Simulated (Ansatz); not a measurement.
For InP (model structure, started from the NiAs type, P6₃/mmc, No. 194, 4 atoms in the cell), PBE in Ansatz (plane waves, PAW) gives:

- equilibrium lattice constant a = 3.878 Å
- lattice parameter c = 6.635 Å
- cohesive energy = 2.83 eV/atom

**Question.** What does r²SCAN+rVV10 in Ansatz (PAW) give for the same quantities?

**Answer.** 
- lattice constant a: 3.838 Å (falls by 1.0 %)
- lattice parameter c: 6.536 Å (decreases by 1.5 %)
- cohesive energy: 3.15 eV/atom (grows by 0.32 eV/atom)

Changes are worked out from the printed values.

Unless a cell is named, each level is at its own relaxed cell (PBE 21.60, r²SCAN+rVV10 20.84 Å³/atom).

Levels without +SOC leave out spin–orbit coupling, which shifts energies and cells of such heavy elements.

Ansatz's density-functional and Hartree–Fock values are scalar-relativistic unless marked +SOC, with PAW data made under PBE.

A model structure was made by putting elements into a prototype or built by hand; it is no filed structure, need not be a known phase, and can be a saddle point held by its symmetry.

Ansatz is a first-principles code.
